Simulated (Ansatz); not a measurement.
Results of PBE in Ansatz (plane waves, PAW) for AlB2-type HfB2.

Run with plane-wave cutoff 520 eV, 18×18×12 k mesh (along the axes of the cell as run), Fermi–Dirac smearing 0.1 eV, perturbation theory, force constants from a 6×6×4 q mesh, scalar-relativistic PAW data made under PBE.

Computed at the level's own relaxed cell. Harmonic vibrational thermodynamics at fixed volume:

| T (K) | S_vib (J/K per mol of atoms) | C_V (J/K per mol of atoms) | F_vib (eV/atom) |
|---|---|---|---|
| 100 | 3.09 | 5.63 | 0.0864 |
| 200 | (withheld) | (withheld) | (withheld) |
| 300 | (withheld) | (withheld) | (withheld) |
| 400 | (withheld) | (withheld) | (withheld) |
| 600 | (withheld) | (withheld) | (withheld) |
| 700 | (withheld) | (withheld) | (withheld) |
| 1000 | (withheld) | (withheld) | (withheld) |

Q: Fill in the missing entries.

A: 
- 200, S_vib (J/K per mol of atoms): 8.83
- 200, C_V (J/K per mol of atoms): 11.56
- 200, F_vib (eV/atom): 0.0803
- 300, S_vib (J/K per mol of atoms): 14.47
- 300, C_V (J/K per mol of atoms): 16.27
- 300, F_vib (eV/atom): 0.0682
- 400, S_vib (J/K per mol of atoms): 19.59
- 400, C_V (J/K per mol of atoms): 19.18
- 400, F_vib (eV/atom): 0.0505
- 600, S_vib (J/K per mol of atoms): 27.99
- 600, C_V (J/K per mol of atoms): 22.01
- 600, F_vib (eV/atom): 0.0008
- 700, S_vib (J/K per mol of atoms): 31.44
- 700, C_V (J/K per mol of atoms): 22.72
- 700, F_vib (eV/atom): -0.0301
- 1000, S_vib (J/K per mol of atoms): 39.76
- 1000, C_V (J/K per mol of atoms): 23.81
- 1000, F_vib (eV/atom): -0.1414

The crystal is taken as a harmonic solid at every temperature: melting, phase changes and thermal expansion are not seen, nor the electrons' share in a metal.

Ansatz is a program for electronic structure.
